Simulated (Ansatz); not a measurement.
The parent structure is SnTe in the rock salt structure (space group Fm-3m, No. 225).

```yaml
crystal:
  lattice:
    - [0.00000, 3.18483, 3.18483]
    - [3.18483, 0.00000, 3.18483]
    - [3.18483, 3.18483, 0.00000]
  atoms:
    - { symbol: Sn, position: [0.00000, 0.00000, 0.00000] }
    - { symbol: Te, position: [0.50000, 0.50000, 0.50000] }
```

Cartesian axes are those of the cell as printed.

Method: Ansatz (a first-principles code), r2SCAN, PAW, cutoff 500 eV, no SOC.

Strains are applied to the cell and any free atomic positions relax.

One change was made to it. Results:

```csv
quantity,base,after
energy relative to the base (free energy F),0 meV/atom,+3.0 meV/atom
"pressure (mean of the normal stresses, compression positive)",0.00 GPa,0.72 GPa
```

Which change produced these results?
A. uniaxial strain ε_zz = −2.50 %
B. uniaxial strain ε_zz = −1.00 %
C. uniaxial strain ε_zz = −1.50 %
D. uniaxial strain ε_zz = −2.00 %

C, uniaxial strain ε_zz = −1.50 %. For comparison, the energy relative to the base in the other runs: uniaxial strain ε_zz = −1.00 % gives +1.3 meV/atom; uniaxial strain ε_zz = −2.00 % gives +5.5 meV/atom; uniaxial strain ε_zz = −2.50 % gives +8.8 meV/atom.

No phonon test of stability was made. The final runs are not spin-polarised.
